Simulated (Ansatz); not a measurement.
Consider TiC in the rock salt structure (space group Fm-3m, No. 225; relaxed with 0.1 eV smearing).

```yaml
crystal:
  lattice:
    - [0.00000, 2.16392, 2.16392]
    - [2.16392, 0.00000, 2.16392]
    - [2.16392, 2.16392, 0.00000]
  atoms:
    - { symbol: Ti, position: [0.00000, 0.00000, 0.00000] }
    - { symbol: C, position: [0.50000, 0.50000, 0.50000] }
```

Cartesian axes are those of the cell as printed.

The values are results of plane-wave PAW DFT at the r2SCAN level (Ansatz, an electronic-structure program, 500 eV), scalar-relativistic without spin-orbit coupling, not measurements.

Base values:

| Property | Value |
|---|---|
| Pressure | 0.0 GPa |
| Shortest interatomic distance | 216.4 pm |
| Band gap | zero |

The change: a pure shear with ε_xy = ε_yx = 0.0200; the atoms relax in the strained cell.

Problem. How does this affect the energy relative to the base, pressure, shortest interatomic distance and band gap?

Solution. The energy rises by 9.5 meV/atom; the pressure (mean of the normal stresses, compression positive) is nearly the same (0.0 GPa against 0.1 GPa); the shortest interatomic distance stays 216.4 pm; the band gap stays zero.

Stability against distortions was not tested. All final runs are without spin polarisation.
